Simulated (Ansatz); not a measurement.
# Effect of Zn vacancy on ZnCu2GeS4

Take an 8-atom supercell of ZnCu2GeS4 (space group I-4, No. 82; a = 5.3598 Å, c = 10.6502 Å) at its relaxed geometry as the base.

Perturbation: a neutral Zn vacancy, atoms relaxed at fixed cell, starting from a slightly rattled geometry.

Computed with PBE, PAW, 420 eV (Ansatz, a program for electronic structure; spin-orbit coupling left out). k-mesh 6×6×6 (Γ-centred); smearing 0.01 eV (Fermi–Dirac).

```json
{
  "pressure": "-2.9 GPa (base 0.0 GPa)",
  "largest_displacement_of_a_host_atom_from_its_site_in_the_perfect_cell": "0.02 Å",
  "mean_distance_from_the_defect_site_to_its_nearest_host_atoms": "2.37 Å (base 2.35 Å)"
}
```

Final structure:

```yaml
crystal:
  lattice:
    - [-2.67989, 2.67989, 5.32512]
    - [2.67989, -2.67989, 5.32512]
    - [5.35978, 0.00000, 0.00000]
  atoms:
    - { symbol: Cu, position: [0.99961, 0.00146, 0.99767] }
    - { symbol: Cu, position: [0.74958, 0.75156, 0.49762] }
    - { symbol: Ge, position: [0.49956, 0.50158, 0.99758] }
    - { symbol: S, position: [0.63142, 0.12508, 0.49304] }
    - { symbol: S, position: [0.12318, 0.63328, 0.50227] }
    - { symbol: S, position: [0.38069, 0.86515, 0.01043] }
    - { symbol: S, position: [0.86326, 0.38256, 0.98486] }
```

The magnetic state is the one reached from the starting moments; the real material's order can differ, and small cells can't hold many antiferromagnetic ones. The cell is small, so the values are those of an ordered compound at a high defect concentration; dilute-limit values will differ. The mesh was chosen for an insulator and is coarse for the gapless case. Seeded moments were not kept for Zn vacancy. Spin-polarised in the final run: Zn vacancy; the other runs are not. The defect cell is spin-polarised and ends with 0.2 μB, a fractional moment that hangs on the mesh and smearing.
